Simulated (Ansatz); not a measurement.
Structure of amorphous Ti20O41Ca (periodic cell):

```yaml
crystal:
  lattice:
    - [9.10158, 0.06019, -0.00400]
    - [0.06019, 9.23397, 0.14236]
    - [-0.00400, 0.14236, 9.10470]
  atoms:
    - { symbol: Ti, position: [0.06899, 0.30938, 0.86969] }
    - { symbol: Ti, position: [0.76300, 0.07440, 0.42624] }
    - { symbol: Ti, position: [0.78338, 0.73456, 0.29950] }
    - { symbol: Ti, position: [0.40424, 0.01214, 0.84362] }
    - { symbol: Ti, position: [0.40129, 0.05122, 0.47153] }
    - { symbol: Ti, position: [0.42896, 0.83785, 0.21862] }
    - { symbol: Ti, position: [0.07853, 0.69474, 0.14713] }
    - { symbol: Ti, position: [0.29557, 0.48007, 0.27138] }
    - { symbol: Ti, position: [0.68864, 0.80533, 0.94757] }
    - { symbol: Ti, position: [0.95484, 0.28060, 0.56765] }
    - { symbol: Ti, position: [0.05944, 0.62344, 0.52535] }
    - { symbol: Ti, position: [0.10760, 0.97864, 0.62136] }
    - { symbol: Ti, position: [0.78601, 0.48375, 0.04611] }
    - { symbol: Ti, position: [0.45031, 0.22913, 0.14405] }
    - { symbol: Ti, position: [0.64927, 0.38526, 0.38802] }
    - { symbol: Ti, position: [0.04211, 0.95959, 0.97723] }
    - { symbol: Ti, position: [0.10837, 0.13273, 0.25007] }
    - { symbol: Ti, position: [0.35944, 0.41313, 0.63641] }
    - { symbol: Ti, position: [0.67760, 0.25777, 0.79579] }
    - { symbol: Ti, position: [0.53830, 0.76202, 0.58807] }
    - { symbol: O, position: [0.46973, 0.45751, 0.41520] }
    - { symbol: O, position: [0.81513, 0.93323, 0.30652] }
    - { symbol: O, position: [0.87063, 0.69254, 0.10131] }
    - { symbol: O, position: [0.26584, 0.26590, 0.25736] }
    - { symbol: O, position: [0.06364, 0.17669, 0.03869] }
    - { symbol: O, position: [0.12715, 0.24573, 0.65116] }
    - { symbol: O, position: [0.42061, 0.62499, 0.66480] }
    - { symbol: O, position: [0.11132, 0.50049, 0.18696] }
    - { symbol: O, position: [0.09841, 0.93492, 0.17642] }
    - { symbol: O, position: [0.30416, 0.68076, 0.18333] }
    - { symbol: O, position: [0.73128, 0.27295, 0.54450] }
    - { symbol: O, position: [0.11712, 0.76599, 0.96314] }
    - { symbol: O, position: [0.89015, 0.25187, 0.77494] }
    - { symbol: O, position: [0.68533, 0.68212, 0.47025] }
    - { symbol: O, position: [0.96089, 0.21636, 0.35213] }
    - { symbol: O, position: [0.62786, 0.21685, 0.28593] }
    - { symbol: O, position: [0.61708, 0.78663, 0.17403] }
    - { symbol: O, position: [0.69319, 0.31265, 0.99031] }
    - { symbol: O, position: [0.65036, 0.80523, 0.75464] }
    - { symbol: O, position: [0.08083, 0.78550, 0.63648] }
    - { symbol: O, position: [0.65474, 0.60244, 0.95024] }
    - { symbol: O, position: [0.37935, 0.16646, 0.97675] }
    - { symbol: O, position: [0.91891, 0.04602, 0.57593] }
    - { symbol: O, position: [0.16722, 0.01947, 0.82090] }
    - { symbol: O, position: [0.39239, 0.22282, 0.55362] }
    - { symbol: O, position: [0.45368, 0.85925, 0.96480] }
    - { symbol: O, position: [0.41468, 0.03832, 0.24658] }
    - { symbol: O, position: [0.24028, 0.42643, 0.80755] }
    - { symbol: O, position: [0.84790, 0.93480, 0.94467] }
    - { symbol: O, position: [0.60605, 0.99213, 0.50641] }
    - { symbol: O, position: [0.58943, 0.08502, 0.80662] }
    - { symbol: O, position: [0.99025, 0.70494, 0.35430] }
    - { symbol: O, position: [0.41794, 0.81142, 0.41233] }
    - { symbol: O, position: [0.93533, 0.48293, 0.57921] }
    - { symbol: O, position: [0.96147, 0.45425, 0.94332] }
    - { symbol: O, position: [0.18811, 0.03074, 0.43666] }
    - { symbol: O, position: [0.53289, 0.38537, 0.74023] }
    - { symbol: O, position: [0.43290, 0.42972, 0.12212] }
    - { symbol: O, position: [0.21859, 0.51098, 0.47776] }
    - { symbol: O, position: [0.36862, 0.93971, 0.65214] }
    - { symbol: O, position: [0.75643, 0.49354, 0.25356] }
    - { symbol: Ca, position: [0.38679, 0.59991, 0.92278] }
```

Methods: PBE, scalar-relativistic without spin-orbit coupling (Ansatz, a quantum-chemistry and plane-wave program); r2SCAN, scalar-relativistic without spin-orbit coupling (Ansatz); HSE06, scalar-relativistic without spin-orbit coupling (Ansatz). Neutral PBE cell, which sets geometry, pressure and energy: sampling: a 2×2×2 Γ-centred mesh; Fermi-Dirac width 0.02 eV; no spin polarisation. Exact exchange is cut at the faces of this 9 Å cell, which leaves hybrid gaps a finite-size error.

The cell was made by melting and quenching with the CHGNet potential and then relaxed with DFT. O atoms were pushed apart under 1.9 Å during the dynamics, to hinder bonds among them. The hot cell started wider than the set density and was brought back towards it in steps. It is the lowest in DFT energy of 2 quenches. It is a model cell: composition and starting density were chosen by hand, and all elements were melted together. No dispersion term was used. Its density started from a set value of 3.59 and ended at 3.59 g/cm³. The simulated quench (nominally 240 K/ps over its main leg) is rapid and tends to freeze in more defects than a deposited or slowly cooled glass has. A cell of this size samples the disorder only roughly. The volume was held where the preparation left it and the shape relaxed.

Question: Give the pressure, the energy against reference phases and the spacing of the highest filled and lowest empty levels.

Answer: 
The pressure on a 2×2×2 Γ-centred mesh is 4.5 kbar and the largest force and stress component on that mesh (the relaxation ran on the zone centre alone) is 0.10 eV/Å and 0.5 GPa. The energy relative to anatase TiO2 + rock-salt CaO (lowest mix at this level among the phases computed, not always the ambient ones) is 0.134 eV/atom, the level gap on a 2×2×2 Γ-centred mesh (PBE) is 2.62 eV and the level gap at the zone centre (PBE) is 2.75 eV. The level gap at the zone centre (r2SCAN) is 3.08 eV. The level gap at the zone centre (HSE06) is 4.27 eV and the distance between the nearest levels spread over more than a fifth of the atoms or a third of the atoms of their main element (six at least) (PBE, zone centre) is 2.91 eV.

Question: At PBE and the zone centre, how localised are the states just below and above the Fermi level (participation number: the atoms over which a state spreads)?

Answer: The highest filled state is spread over 9.6 atoms' worth, largest on O27, with weights by element (charge in smoothed Voronoi cells) O 0.93, Ti 0.07, Ca 0.00. The lowest empty state is spread over 9.9 atoms' worth, largest on Ti17, with weights by element (charge in smoothed Voronoi cells) Ti 0.82, O 0.18, Ca 0.00.

At PBE the levels at the filled edge of the gap are localised (band-tail or defect states).

Cut-offs for bonds: Ti-Ti 3.12 Å, Ti-O 2.52 Å, Ti-Ca 3.50 Å, O-O 1.58 Å, O-Ca 2.90 Å, Ca-Ca 3.87 Å. Two cations that share two anions don't count as bonded, nor two that share one unless they lie closer than Ti-Ti 3.04 Å, Ti-Ca 3.40 Å, Ca-Ca 3.77 Å.

Added carriers, by PBE, scalar-relativistic without spin-orbit coupling (Ansatz) on the zone centre alone. Charged cells keep the cell fixed and stand in a uniform background, with no image correction, at a width of 0.01 eV; where the count is odd the moment is locked at 1 μB, unless the neutral cell bore moments. Each starts from the undistorted neutral geometry alone. PBE's self-interaction favours spread-out carriers, so it can miss traps that a hybrid finds.

Question: What happens at PBE when the cell takes an extra electron and the atoms relax?

Answer: Relaxation lowers the charged cell by 0.07 eV. The largest moves are O60 0.08 Å, O56 0.07 Å, Ti12 0.07 Å, O40 0.06 Å. The level that holds the added charge spreads over 8.5 atoms' worth, most on Ti17 (weight 0.29): a partly localised carrier. No bond crosses its cut-off with a change of over 0.15 Å (metal-metal contacts aside). Made neutral again at that geometry, the cell lies +0.15 eV from the neutral start.

Question: What happens at PBE when the cell takes a hole and the atoms relax?

Answer: Relaxation lowers the charged cell by 0.28 eV. The largest moves are O26 0.28 Å, Ti18 0.24 Å, O54 0.17 Å, Ti20 0.15 Å. The level that was emptied spreads over 3.4 atoms' worth, most on O27 (weight 0.48): a localised (trapped) carrier, which neighbours of that atom can share. Bonds broken: Ti12-O26. Bonds formed: Ti18-O26, O57-Ca62. Made neutral again at that geometry, the cell lies +0.77 eV from the neutral start.
